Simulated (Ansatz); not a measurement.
**Point defect Nb on the W site in bcc W**

The numbers are results of PBE, PAW (plane waves to 420 eV; Ansatz, a program for electronic structure), not measurements. Set-up: 54-site cell; 4×4×4 shifted k-points; start: the W site; no spin–orbit coupling; not converged in cell size; the relaxation kept the symmetry of the starting site.

Neighbours after relaxation, in Å: of the Nb atom: W 2.77, W 2.77, W 2.77, W 2.77, W 2.77, W 2.77, W 2.77, W 2.77 (the shell may go on).

Formation energies E_f are those of the neutral cell. Chemical conditions: host crystal and elements as references (Δμ(W) = 0.00 eV, Δμ(Nb) = 0.00 eV; Nb taken from its element, since no compound that bounds it was computed at this level; only phases computed here count, gases as isolated molecules at 0 K). Reference phases: Nb: bcc Nb, W: bcc W.

```
charge         moment (μB)  point group  largest move off a lattice site (Å)  E_f, host crystal and elements as references (eV)
------  ------------------  -----------  -----------------------------------  -------------------------------------------------
0       not spin-polarised           Oh                                 0.01                                              -0.34
```

Point groups are those of the whole cell at tolerances of 0.03 and 0.1 Å ("near" where only the looser one holds); none is given for unsettled states.

All states together cost around 11 core-minutes (rough).
